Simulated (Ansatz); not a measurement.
Y interstitial in alpha quartz (the name describes the start): one set of geometries, relaxed with PBE, evaluated in Ansatz (PAW, plane waves to 420 eV, 500 eV under r2SCAN) with PBE, r2SCAN.

Set-up: 72-site cell; 2×2×2 Γ-centred k-points; start: void with 6O2Si nearest; charged states image-corrected; corrections pass 1 eV, so highly charged states may be off by several tenths; relaxed from one start, so a lower configuration may exist; flagged in the runs: a doubtful potential alignment, a host whose relaxation on this sampling wasn't shown to rest, a strain field that reaches the edge of the cell.

```
quantity                                       PBE      r2SCAN
--------------------------------------------  ----  ----------
host gap (eV)                                 5.68  (withheld)
ε(+3/+2) above the VBM (eV)                   3.05  (withheld)
ε(+2/+1) above the VBM (eV)                   3.15  (withheld)
ε(+1/0) above the VBM (eV)                    5.24  (withheld)
largest moment on one atom at charge +2 (μB)  0.28  (withheld)
neutral formation energy against hcp Y (eV)   4.12  (withheld)
largest moment on one atom at charge 0 (μB)   0.16  (withheld)
```

Question: Given the lower rungs, what does r2SCAN give?

Answer: 
- host gap (eV), r2SCAN: 6.32
- ε(+3/+2) above the VBM (eV), r2SCAN: 3.33
- ε(+2/+1) above the VBM (eV), r2SCAN: 3.79
- ε(+1/0) above the VBM (eV), r2SCAN: 5.66
- largest moment on one atom at charge +2 (μB), r2SCAN: 0.30
- neutral formation energy against hcp Y (eV), r2SCAN: 3.86
- largest moment on one atom at charge 0 (μB), r2SCAN: 0.18

Ansatz is a program for electronic structure.
